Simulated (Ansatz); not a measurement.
We consider SrC2 (C2/c, No. 15), described by LDA (Ansatz, an electronic-structure program, PAW).

Numerical settings: plane-wave cutoff 500 eV, 10×10×6 k mesh (along the axes of the cell as run), gaussian smearing 0.02 eV, scalar-relativistic PAW data made under PBE.

Cell (relaxed at this level):

Space group C2/c (No. 15); a = 6.8541 Å, b = 4.3148 Å, c = 7.6425 Å, α = γ = 90.00°, β = 107.50°

| atom | site | symmetry | x | y | z |
|---|---|---|---|---|---|
| Sr | 4e | 2 | 0.0000 | 0.1714 | 0.2500 |
| C | 8f | 1 | 0.2768 | 0.1458 | 0.0593 |
(The calculation used a cell of 6 atoms; values per cell refer to that cell.)

Give the computed band gap.


band gap: 1.90 eV (on the SCF k mesh)

Note: the relaxation could not lower the start's symmetry, so the cell can be a saddle point above a distorted one; the volume lies 7 % below that of the published cell.

Spin–orbit coupling is not included.

Computed values are for the static lattice.

It cost roughly 2.7 core-minutes of CPU time.
